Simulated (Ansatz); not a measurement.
# WC (space group P-6m2, No. 187)

```
WC
1.0
    2.92196     0.00000     0.00000
   -1.46098     2.53050     0.00000
    0.00000     0.00000     2.84728
W C
1 1
Direct
  0.00000   0.00000   0.00000
  0.66667   0.33333   0.50000
```

All numbers come from PBE (Ansatz, a program for electronic structure; PAW; 420 eV plane waves; no SOC), earlier PAW set. Γ-centred 18×18×16 mesh, Fermi–Dirac width 0.05 eV.

The volume per atom is 10.53 Å³ and the density comes out as 15.45 g/cm³. The band gap is zero. The total energy is -5318.579 eV/atom (σ→0; compares only within this code and set-up).

Whether these cells are dynamically stable was not tested. The final runs are not spin-polarised.
